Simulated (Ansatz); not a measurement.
We consider KPbF3 (model structure, started from the CsGeCl3 type, R3m, No. 160, 5 atoms in the cell), described by G0W0@PBEsol (hard PAW, contour deformation, complete-basis limit; Ansatz, an electronic-structure program).

Settings: largest k mesh 4×4×4 (not extrapolated in the mesh).

Cell (relaxed with PBEsol):

```
KPbF3
1.0
    3.39919     1.96253     2.70499
   -3.39919     1.96253     2.70499
    0.00000    -3.92505     2.70499
K Pb F
1 1 3
Direct
  0.92695   0.92695   0.92695
  0.48228   0.48228   0.48228
  0.53580   0.53580   0.97515
  0.97515   0.53580   0.53580
  0.53580   0.97515   0.53580
```

Problem. Give the computed band gap.

Solution. 
* **band gap**: 5.80 eV

Note: filled d or f shells below the valence bands can shift G0W0 gaps through exchange with them, which wasn't tested here; the relaxation could raise the start's symmetry but not lower it, so the cell can be a saddle point; the gap holds a correction of +0.40 eV to the complete basis.

Spin–orbit coupling is not included; with these elements it can move the gap by several tenths of an eV or more.

A model structure was made by putting elements into a prototype or built by hand; it is no filed structure, need not be a known phase, and can be a saddle point held by its symmetry.
